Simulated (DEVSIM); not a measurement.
System: abrupt Ge p-n junction, at 300 K.

Layer 1 from the left is Ge, thickness (μm) 0.540, Na (cm⁻³) 1.1e17, τn (s) 7.5e-5, τp (s) 7.5e-5. Layer 2 from the left is Ge, thickness (μm) 36.0, Nd (cm⁻³) 2.8e14, τn (s) 7.5e-5, τp (s) 7.5e-5.

Left contact: ohmic. Right contact: ohmic. Voltage is applied to the left contact. Recombination: SRH at mid-gap, radiative. Mobility is μmin + (μ − μmin)/(1 + (N/Nref)^α).

The device is made up for the run: typed textbook-type constants, with dimensions and the other settings drawn at random. Values at 300 K.

Ge: gap (eV) 0.664, affinity (eV) 4, permittivity 16, Nc (cm⁻³) 1.04e19, Nv (cm⁻³) 6e18, μn (cm²/Vs) 3900, μp (cm²/Vs) 1900, μn,min 150, μp,min 100, Nref,n 2.6e17, Nref,p 4e17, αn 0.56, αp 0.6, B (cm³/s) 6.4e-14.

Task: Estimate by hand the capacitance at -6 V, and compare with a numerical solution.

Result: 
- Capacitance at -6 V: C = √(qεN / 2(Vbi + |V|)) = 2.25 nF/cm²; numerical 2.26 nF/cm² (estimate below by 0.81 %).

Model (solved in DEVSIM): 1D drift-diffusion, Boltzmann statistics, complete ionisation; no tunnelling, impact ionisation, image-force lowering or self-heating.
